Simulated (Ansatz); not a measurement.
End structure of a constructed model of the (111) surface of fcc Cu, a pseudomorphic layer of Ni in the host's stacking (bottom of the slab: a bare face, its two planes held):

```xyz
7
Lattice="2.5668 0.0000 0.0000 -1.2834 2.2229 0.0000 0.0000 0.0000 29.0000" Properties=species:S:1:pos:R:3 pbc="T T T"
Cu     0.0000     1.4819     8.1441
Cu     1.2834     0.7410    10.2398
Cu     0.0000     0.0000    12.3287
Cu     0.0000     1.4819    14.4274
Cu     1.2834     0.7410    16.5219
Cu     0.0000     0.0000    18.6176
Ni     0.0000     1.4819    20.6351
```

Set-up: 7 atoms, 12.7 Å thick at the start with caps and adatoms (thin: gaps and levels are the slab's own); mesh 17x17x1; 0.1 eV smearing; dipole correction on; 2 atoms held, the rest relaxed; symmetry of the start imposed; spin-polarised, ending with about 0.4 μB a cell; orders that need a larger cell were not tried, no spin-orbit, no U. In PBE it is, or lies within 0.01 eV a 1x1 cell of, the lowest of the 2 structures of its composition computed so far; subsurface sites and larger cells were not tried.

Q: Give the work function of the top face at the level PBE in Ansatz (a first-principles code).

A: 5.09 eV
